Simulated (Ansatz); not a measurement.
**Effect of uniaxial strain ε_zz = −3.00 % on CaSe**

The reference is CaSe in the rock salt structure (space group Fm-3m, No. 225; a = 5.869 Å). Axes: x, y, z lie along the cube axes.

One thing is altered: the cell is compressed by 3.00 % along z with no lateral relaxation, atoms relaxed at fixed cell.

The values are results of PBEsol (Ansatz, an electronic-structure program, PAW, no spin-orbit coupling), not measurements. Settings: 10×10×10 k-points, 0.05 eV Fermi–Dirac smearing.

```tsv
quantity	base	changed	shift
volume per atom	25.26 Å³	24.51 Å³	-0.758 Å³
space group	Fm-3m (No. 225)	I4/mmm (No. 139)	–
shortest interatomic distance	2.934 Å	2.846 Å	-0.088 Å
energy relative to the base (free energy F)	0 meV/atom	+9.5 meV/atom	+9.5 meV/atom
pressure (mean of the normal stresses, compression positive)	0.00 GPa	1.82 GPa	+1.82 GPa
band gap	1.88 eV	1.76 eV	-0.12 eV
gap character	–	indirect, Γ → M	–
smallest direct gap	2.85 eV	2.73 eV	-0.114 eV
electron mass	1.4 mₑ along k, 0.27 mₑ across (at X)	1.3 mₑ along k, 0.27 mₑ across (at X)	–
hole mass	–	0.17 mₑ along z, 0.87 mₑ across (at Γ)	–
valence-band top at Γ (three highest levels, from the VBM)	0.00, 0.00, 0.00 eV	0.00, -0.03, -0.03 eV	–
stress (xx, yy, zz, yz, xz, xy; compression positive)	–	(0.58, 0.58, 4.29, 0.00, 0.00, 0.00) GPa	–
```

Effective masses come from finite differences of ±0.01 Å⁻¹. Along k means along the line from Γ to the band edge. Whether these cells are dynamically stable was not tested. Labels are those of the standard path for the cell's own space group.
